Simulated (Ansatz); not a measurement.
Base system: ZnS in the zinc blende structure (space group F-43m, No. 216; a = 5.443 Å).

Method: PBE, PAW, 420 eV (Ansatz, a first-principles code; no spin-orbit coupling).

Carriers are added at fixed cell with a uniform background; the Fermi–Dirac width is that of 300 K.

One change was made to it. Results:

```tsv
quantity	base	after
Fermi level relative to the doped band's edge (positive inside the band; to 0.05 eV)	–	+0.10 eV
valley order (the lowest conduction-band minima on the path, energy above the VBM, named in the base's zone)	Γ 2.02 eV; L along ⟨111⟩ 3.26 eV; X along ⟨100⟩ 3.45 eV	Γ 2.04 eV; L along ⟨111⟩ 3.28 eV; X along ⟨100⟩ 3.48 eV
```

What was done to the base?
(A) holes 7.0×10^21 cm⁻³
(B) electrons 7.0×10^21 cm⁻³
(C) electrons 5.0×10^21 cm⁻³
(D) holes 7.0×10^20 cm⁻³

D, holes 7.0×10^20 cm⁻³. For comparison, the Fermi level from band edge in the other runs: holes 7.0×10^21 cm⁻³ gives +0.50 eV; electrons 5.0×10^21 cm⁻³ gives +1.60 eV; electrons 7.0×10^21 cm⁻³ gives +1.75 eV.

Charged cell with a jellium background: band edges are those of the host's band count, energies are not comparable with the neutral cell, and many-body gap narrowing is missing. The levels and masses belong to the bands next to the band gap. Stability against distortions was not tested.
